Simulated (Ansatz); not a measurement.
## WSi2: point defects

The parent structure is a 15-atom supercell of WSi2 (space group I4/mmm, No. 139) at its relaxed geometry.

```yaml
crystal:
  lattice:
    - [-4.84374, 1.61458, 3.93362]
    - [4.84374, -1.61458, 3.93362]
    - [1.61458, 4.84374, -3.93362]
  atoms:
    - { symbol: W, position: [0.00000, 0.00000, 0.00000] }
    - { symbol: W, position: [0.80000, 0.40000, 0.20000] }
    - { symbol: W, position: [0.40000, 0.20000, 0.60000] }
    - { symbol: W, position: [0.60000, 0.80000, 0.40000] }
    - { symbol: W, position: [0.20000, 0.60000, 0.80000] }
    - { symbol: Si, position: [0.33458, 0.33458, 0.00000] }
    - { symbol: Si, position: [0.13458, 0.73458, 0.20000] }
    - { symbol: Si, position: [0.73458, 0.53458, 0.60000] }
    - { symbol: Si, position: [0.93458, 0.13458, 0.40000] }
    - { symbol: Si, position: [0.53458, 0.93458, 0.80000] }
    - { symbol: Si, position: [0.66542, 0.66542, 0.00000] }
    - { symbol: Si, position: [0.46542, 0.06542, 0.20000] }
    - { symbol: Si, position: [0.06542, 0.86542, 0.60000] }
    - { symbol: Si, position: [0.26542, 0.46542, 0.40000] }
    - { symbol: Si, position: [0.86542, 0.26542, 0.80000] }
```

One neutral defect a cell, atoms relaxed at fixed cell.

Calculations: PBE, PAW, 420 eV (Ansatz, a program for electronic structure; no spin-orbit coupling).

```json
[
 {"case": "perfect supercell", "largest displacement of a host atom from its site in the perfect cell": "–", "pressure": "0.0 GPa"},
 {"case": "W vacancy", "largest displacement of a host atom from its site in the perfect cell": "0.09 Å", "pressure": "-3.0 GPa"},
 {"case": "W interstitial (started 1.75 Å from the nearest host atom)", "largest displacement of a host atom from its site in the perfect cell": "1.55 Å", "pressure": "32.6 GPa"},
 {"case": "Si interstitial (started 1.75 Å from the nearest host atom)", "largest displacement of a host atom from its site in the perfect cell": "0.45 Å", "pressure": "24.0 GPa"}
]
```

The cell is small, so the values are those of an ordered compound at a high defect concentration; dilute-limit values will differ. All final runs are without spin polarisation.
